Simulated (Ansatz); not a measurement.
Take BN in the h-BN type structure (space group P6_3/mmc, No. 194; a = 2.506 Å, c = 6.616 Å; layered, stacked along the Cartesian z axis) as the base. Axes: x lies along a and z along c of the hexagonal cell.

It is then changed as follows: tensile biaxial strain of 4.03 % in the plane normal to [001], as in epitaxy on a mismatched substrate; the out-of-plane cell vector and the atoms relax.

Levels (all Ansatz, a program for electronic structure, PAW, earlier PAW set): PBE-D3(BJ) (420 eV, no spin-orbit coupling); r2SCAN (500 eV, without spin-orbit coupling); HSE06 (420 eV, no SOC); PBE+SOC (420 eV, spin-orbit coupling included).

One geometry, relaxed with PBE-D3(BJ), under each level:

| level | band gap | lowest conduction level above the VBM at special points |
|---|---|---|
| PBE-D3(BJ) | 4.02 eV | M 4.02 eV; H 4.28 eV; L 4.44 eV; K 4.52 eV |
| r2SCAN | ? | ? |
| HSE06 | 5.33 eV | M 5.33 eV; H 5.67 eV; L 5.77 eV; Γ 6.31 eV |
| PBE+SOC | 4.02 eV | M 4.02 eV; H 4.28 eV; L 4.44 eV; K 4.52 eV |

Task: Give the withheld r2SCAN results.

Result: 
- r2SCAN, band gap: 4.57 eV
- r2SCAN, lowest conduction level above the VBM at special points: M 4.57 eV; H 4.91 eV; L 5.00 eV; K 5.17 eV

Single points use the geometry relaxed with PBE-D3(BJ). HSE06 gaps are upper bounds (no full band path). Differences between runs with and without spin-orbit coupling are approximate. Stability against distortions was not tested.
